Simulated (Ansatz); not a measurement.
**GaSe, carrier doping**

Consider GaSe (space group P6_3/mmc, No. 194; layered, stacked along the Cartesian z axis).

```yaml
crystal:
  lattice:
    - [3.76945, 0.00000, 0.00000]
    - [-1.88473, 3.26444, 0.00000]
    - [0.00000, 0.00000, 15.96132]
  atoms:
    - { symbol: Ga, position: [0.33333, 0.66667, 0.17345] }
    - { symbol: Ga, position: [0.66667, 0.33333, 0.67345] }
    - { symbol: Ga, position: [0.66667, 0.33333, 0.82655] }
    - { symbol: Ga, position: [0.33333, 0.66667, 0.32655] }
    - { symbol: Se, position: [0.33333, 0.66667, 0.59964] }
    - { symbol: Se, position: [0.66667, 0.33333, 0.09964] }
    - { symbol: Se, position: [0.66667, 0.33333, 0.40036] }
    - { symbol: Se, position: [0.33333, 0.66667, 0.90036] }
```

Carriers are added at fixed cell with a uniform background; the Fermi–Dirac width is that of 300 K.

Calculations: PBE-D3(BJ)/PAW in Ansatz (an electronic-structure program), no SOC.

Base values:

The gap between the host's bands is 0.87 eV.

Question: The aim is a gap between the host's bands between 0.67 eV and 0.73 eV. Which of these changes reaches it?
A. electrons 1.0×10^22 cm⁻³
B. holes 3.0×10^21 cm⁻³
C. holes 5.0×10^21 cm⁻³

Answer: A, electrons 1.0×10^22 cm⁻³. It gives 0.70 eV; holes 5.0×10^21 cm⁻³ gives 0.83 eV; holes 3.0×10^21 cm⁻³ gives 0.85 eV. Changes not listed may reach it too

Carriers are added with a uniform compensating background; total energy and stress of such cells depend on the potential's zero and are not compared; many-body gap narrowing is missing at this level. Whether these cells are dynamically stable was not tested.
